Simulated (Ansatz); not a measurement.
BaO (P6₃/mmc, No. 194, 4 atoms in the cell; start mp-1008500; a measured phase of this formula has another space group)

Method: HSE06 in Ansatz (PAW).

Run with plane-wave cutoff 460 eV, 9×9×4 k mesh (along the axes of the cell as run), Fermi–Dirac smearing 0.01 eV, scalar-relativistic PAW data made under PBE.

Cell (relaxed with PBEsol):

```cif
data_Ba2O2
_chemical_formula_sum 'Ba2 O2'
_space_group_name_H-M_alt 'P63/mmc'
_space_group_IT_number 194
_space_group_name_Hall '-P 6c 2c'
_cell_length_a 3.74634
_cell_length_b 3.74634
_cell_length_c 6.53814
_cell_angle_alpha 90.000
_cell_angle_beta 90.000
_cell_angle_gamma 120.000
loop_
_atom_site_label
_atom_site_type_symbol
_atom_site_symmetry_multiplicity
_atom_site_Wyckoff_symbol
_atom_site_fract_x
_atom_site_fract_y
_atom_site_fract_z
_atom_site_occupancy
Ba1 Ba 2 c 0.33333 0.66667 0.25000 1
O1 O 2 a 0.00000 0.00000 0.00000 1
```

```
Property           Value
---------------  -------
band gap         3.82 eV
direct gap at Γ  4.84 eV
```

Note: cell and atoms aren't relaxed at this level (pressure 2.2 GPa).

Spin–orbit coupling is not included.

Computed values are for the static lattice.

Computing time: very roughly 7 core-minutes.

A start named mp-… is a Materials Project structure, which need not be a measured phase.

Ansatz is a first-principles code.
